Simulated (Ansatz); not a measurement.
Take CdSe in the zinc blende structure (space group F-43m, No. 216; a = 6.1964 Å) as the base.

Level of theory: PBE, PAW, 420 eV (Ansatz, an electronic-structure program; without spin-orbit coupling), earlier PAW set.

| level | band gap | lattice parameter a |
|---|---|---|
| PBE | 0.49 eV | 6.196 Å |

Measured: band gap 1.77 eV (0 K or low temperature; as listed in arXiv:1206.3780); lattice parameter a 6.077 Å (room temperature; as listed in arXiv:1206.3780).

Computed minus measured — band gap: PBE -1.28 eV; lattice parameter a: PBE +2.0 %. Measured values not marked as corrected hold thermal and zero-point effects that the static-lattice runs lack. A measured gap can be an optical one, lowered by exciton binding. Levels without spin-orbit coupling miss its lowering of the gap, often about a third of the valence-band splitting.

No phonon test of stability was made.
